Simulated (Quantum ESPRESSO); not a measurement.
Convergence study of the plane-wave cutoff for NiPt (P4mm, 2 atoms in the cell)

```yaml
crystal:
  lattice:
    - [2.69639, 0.00000, 0.00000]
    - [0.00000, 2.69639, 0.00000]
    - [0.00000, 0.00000, 3.56043]
  atoms:
    - { symbol: Ni, position: [0.50000, 0.50000, 0.51404], spin: 2.0 }
    - { symbol: Pt, position: [0.00000, 0.00000, 0.00000], spin: 1.0 }
```
(The spins are starting values, not results.)

Method of the run: PBEsol, PSlibrary ultrasoft (PBE) pseudopotentials (plane waves; Quantum ESPRESSO 7.5).

Base settings: ecutwfc = 50 Ry; ecutrho = 500 Ry; occupations = smearing; smearing = fermi-dirac; degauss = 0.0073499 Ry; nspin = 2; input_dft = pbesol; potentials = {Ni: Ni.pbe-n-rrkjus_psl.1.0.0.UPF, Pt: Pt.pbe-n-rrkjus_psl.1.0.0.UPF}; K_POINTS = automatic 4 4 3 0 0 0; conv_thr = 1e-11 Ry.

Moved along: ecutrho.

The second cell is the first with its lattice scaled by 0.98.

The mesh stays at the base's, so the ladder's end is converged at best in this setting alone.

Only quantities that move along the ladder and can be compared are tabulated.

The count of work is k-points × plane waves × bands × iterations; it is no time. 

The starting cell comes from a database of computed structures (which also holds hypothetical and non-ambient phases and stackings), without a prior relaxation at this level. Its lattice was rescaled by up to half a per cent. One atom was moved a little off its site on purpose. The starting moments vanished: the run ended non-magnetic, which need not be the lowest state. Without a gap this mesh is coarse (it stands for a supercell whose shortest vector is 11 Å).

```csv
ecutwfc,free energy less the last step's (meV/atom),energy of the compressed cell less the first (meV/atom),pressure (GPa),largest difference of a force vector from the last step's (eV/Å),count of work / last
17.5 Ry,8280.09,-15.29,-402.50,0.631,0.043
20 Ry,3426.64,118.81,-199.82,0.054,0.049
22 Ry,1754.34,16.98,-116.45,0.032,0.065
25 Ry,560.59,32.43,-45.74,0.061,0.094
28 Ry,181.20,27.35,-17.16,0.021,0.11
30 Ry,92.62,32.10,-8.72,0.010,0.12
35 Ry,43.97,31.32,-2.48,0.005,0.16
40 Ry,36.09,31.26,-2.82,0.002,0.21
45 Ry,21.85,30.64,-3.20,0.000,0.25
50 Ry,9.93,30.55,-2.82,0.001,0.29
55 Ry,4.98,30.42,-2.33,0.000,0.33
60 Ry,4.12,30.48,-2.14,0.000,0.46
68 Ry,3.45,30.47,-2.24,0.000,0.40
75 Ry,1.88,30.43,-2.27,0.000,0.55
88 Ry,0.56,30.42,-2.15,0.000,0.65
100 Ry,0.43,30.42,-2.16,0.000,0.77
120 Ry,0.00,30.41,-2.15,0.000,1.0
```

Coarsest ecutwfc that holds the pressure within 0.05 GPa of the last step, with all finer ones: 88 Ry; the step before is off by 0.12 GPa.

Coarsest ecutwfc that holds the energy of the compressed cell less the first within 0.2 meV/atom of the last step, with all finer ones: 50 Ry, at 0.29 of the last step's count of work; the step before is off by 0.23 meV/atom.

State of the free energy at the end of the ladder: still drifting one way, by 0.56 meV/atom over the last two steps, so the last step is no safe reference.

The energy difference between the two cells stays within 1 meV/atom of the last step's from 35 Ry on, the total only from 88 Ry on: much of the error is common to both cells and cancels.

Two neighbours can agree and both be off: 35 Ry and 40 Ry differ by 0.06 meV/atom in the energy of the compressed cell less the first, yet lie about 0.85 meV/atom from the last step.

At the lowest cutoff the pressure lies 400 GPa under the last step's, the usual sign of Pulay stress in an incomplete plane-wave basis.
